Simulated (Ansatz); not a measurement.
System: interstitial C in bcc Ta (neutral cell). These are PBE, PAW (plane waves to 420 eV; Ansatz, a quantum-chemistry and plane-wave program) values and carry that method's errors.

Cell of 36 host sites held at the relaxed PBE lattice; a 2×2×3 k-point mesh shifted by half a step; Fermi-Dirac width 0.10 eV, spin-restricted; finite-size errors left in. Energies are static. Spin-orbit coupling is left out. Sites that were not tried may lie lower.

Barriers: single points on a 3×3×4 k-point mesh shifted by half a step at the bands' geometries (they differ from the bands' own by up to 0.10 eV, and are uncertain by about as much).

Relaxed starting cell (atoms counted from 1):

```
Ta36C
1.0
    9.95709     0.00000     0.00000
    0.00000     9.95709     0.00000
    0.00000     0.00000     6.63806
Ta C
36 1
Direct
  0.99945   0.99953   0.00171
  0.99945   0.99953   0.50115
  0.99945   0.34158   0.01181
  0.99945   0.34158   0.49105
  0.99945   0.65748   0.01181
  0.99945   0.65748   0.49105
  0.33101   0.99953   0.00183
  0.33101   0.99953   0.50103
  0.33696   0.32766   0.99518
  0.33696   0.32766   0.50768
  0.33696   0.67139   0.99518
  0.33696   0.67139   0.50768
  0.66790   0.99953   0.00182
  0.66790   0.99953   0.50103
  0.66195   0.32766   0.99517
  0.66195   0.32766   0.50768
  0.66195   0.67139   0.99518
  0.66195   0.67140   0.50768
  0.16634   0.16590   0.25143
  0.16377   0.16483   0.75143
  0.20397   0.49953   0.25143
  0.16941   0.49953   0.75143
  0.16634   0.83315   0.25143
  0.16377   0.83422   0.75143
  0.49945   0.16288   0.25143
  0.49945   0.16248   0.75143
  0.49945   0.49953   0.25143
  0.49945   0.49953   0.75143
  0.49945   0.83617   0.25143
  0.49945   0.83657   0.75143
  0.83257   0.16590   0.25143
  0.83513   0.16483   0.75143
  0.79494   0.49953   0.25143
  0.82950   0.49953   0.75143
  0.83257   0.83315   0.25143
  0.83513   0.83422   0.75143
  0.99945   0.49953   0.25143
```

End state 1 differs by these moves (Å; atoms that move under 0.08 Å are left out):

```tsv
atom	element	Δx	Δy	Δz
3	Ta	0.00	-0.12	-0.07
4	Ta	0.00	-0.12	0.07
5	Ta	0.00	0.08	-0.40
6	Ta	0.00	0.08	0.40
21	Ta	-0.45	0.06	0.00
22	Ta	0.06	-0.10	0.00
23	Ta	-0.08	-0.09	0.00
24	Ta	0.11	0.06	0.00
33	Ta	0.45	0.06	0.00
34	Ta	-0.06	-0.10	0.00
35	Ta	0.08	-0.09	0.00
36	Ta	-0.11	0.06	0.00
37	C	0.00	1.65	0.00
```

**Question.** What is the computed forward and backward barriers to end state 1 (PBE, PAW)?

**Answer.** forward 1.50 eV, backward 1.14 eV; at the saddle point atom 37 has neighbours 2 Ta at 2.03, 2 Ta at 2.05 Å. The saddle point's order was not checked, and it lies on a symmetry element of the cell, where a band can be held.
